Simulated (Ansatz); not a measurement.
Levels about the gap of amorphous hafnium silicate (Hf₆Si₁₈O₄₈) (72 atoms in a cell of 1085 Å³, 3.59 g/cm³; zone centre alone, so wide bands show as single levels with stretches between that a denser mesh fills), at the geometry that PBE relaxed, where it gives -0.3 GPa on a denser mesh. Exact exchange is cut at the faces of this small cell, which leaves a finite-size error. The participation number counts the atoms over which a state spreads; weights are charges in smoothed Voronoi cells. The levels come from a single point, so bond lengths are those of that geometry. Method of the levels: HSE06, scalar-relativistic without spin-orbit coupling (Ansatz, a program for electronic structure). Sampling: the zone centre alone; Fermi-Dirac width 0.02 eV; no spin polarisation. At PBE the levels at the filled edge of the gap are localised (band-tail or defect states), and the nearest spread-out levels lie 4.6 eV apart at the zone centre.

A CHGNet melt-quench gave the starting glass, which DFT then relaxed. O atoms were pushed apart under 1.9 Å during the dynamics, to hinder bonds among them. The hot cell started wider than the set density and was brought back towards it in steps. It is the lowest in DFT energy of 2 quenches. It is a model cell: composition and starting density were chosen by hand, and all elements were melted together. No dispersion term was used. Its density started from a set value of 3.86 and ended at 3.59 g/cm³. Cooling (nominally 240 K/ps over its main leg) ran many orders faster than in experiment, which tends to leave more defects and strain. Values belong to this one cell and scatter from quench to quench. The volume was free in the relaxation, at fixed shape. Stress components on the final sampling reach 2.0 GPa. Cycles of charging lowered its energy after that relaxation.

```csv
"E - E(highest filled), eV",filling,participation number,largest on,weight O,weight Hf,weight Si
-0.74,filled,18.5,"O, 2 neighbours",0.95,0.03,0.03
-0.73,filled,9.4,"O, 3 neighbours",0.95,0.03,0.02
-0.67,filled,10.3,"O, 2 neighbours",0.97,0.01,0.02
-0.59,filled,5.0,"O, 2 neighbours",0.96,0.01,0.03
-0.40,filled,3.1,"O, 2 neighbours",0.95,0.01,0.04
-0.25,filled,2.7,"O, 2 neighbours",0.95,0.04,0.01
0.00,filled,2.7,"O, 2 neighbours",0.93,0.05,0.02
5.52,empty,8.1,"Hf, 6 neighbours",0.47,0.49,0.04
6.18,empty,18.5,"Hf, 6 neighbours",0.56,0.34,0.10
6.29,empty,7.5,"Hf, 6 neighbours",0.43,0.52,0.05
6.64,empty,7.9,"Hf, 6 neighbours",0.39,0.57,0.04
6.88,empty,12.9,"Hf, 6 neighbours",0.37,0.58,0.04
6.97,empty,9.2,"Hf, 5 neighbours",0.38,0.59,0.04
7.01,empty,12.6,"Hf, 6 neighbours",0.37,0.59,0.04
```

Most localised among these is the filled level at -0.25 eV, on a O atom, which has 2 neighbours (Hf 1.99 Å, Hf 2.01 Å).
